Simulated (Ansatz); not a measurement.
# Point defect Co on the Li site in ferroelectric LiNbO3

Computed with PBE, PAW (plane waves to 420 eV; Ansatz, a quantum-chemistry and plane-wave program). Cell: 120 sites, 2×2×1 repeats of a cell of 30 atoms; final energies on a 2×2×2 Γ-centred mesh. Site at the start: the Li site. Finite-size correction: monopole term and site-potential alignment. Dielectric constants: PBE linear response of the host. Host gap at this level: 3.53 eV. Finite-size and sampling errors can reach tenths of an eV here. The semilocal functional narrows the gap, so deep levels can fall outside it. Spin–orbit coupling is left out, and no Hubbard U is applied to the open shells. Each state is the lowest found from its start.

Charges with a result: +1, 0. Others weren't obtained, and one of them could lie lower, also by skipping a charge.

| charge | moment (μB) | point group | largest move off a lattice site (Å) | image correction with alignment (eV) | above the lowest spin state (eV) |
|---|---|---|---|---|---|
| +1 | 3.0 | C3 | 0.06 | 0.18 | 0.00 |
| +1 | 3.0 | C3 | 0.06 | 0.18 | 0.00 |
| 0 | 2.0 | C3 | 0.27 | 0.00 | 0.00 |
| 0† | not spin-polarised | – | 0.32 | 0.00 | 1.08 |

† A state of higher energy that isn't settled.

Point groups are those of the whole cell at tolerances of 0.03 and 0.1 Å ("near" where only the looser one holds); none is given for unsettled states.

Starting moments that weren't kept: charge +1 began with 1 μB and ended with 3.0.

No usable result was obtained for charge −1.

Transition levels above the valence-band maximum: ε(+1/0) = 2.60 eV. With a charge missing or unsettled, these needn't be thermodynamic levels.

Flagged in the runs: a host whose relaxation on this sampling wasn't shown to rest, a strain field that reaches the edge of the cell.

All states together cost roughly 16 core-hours.
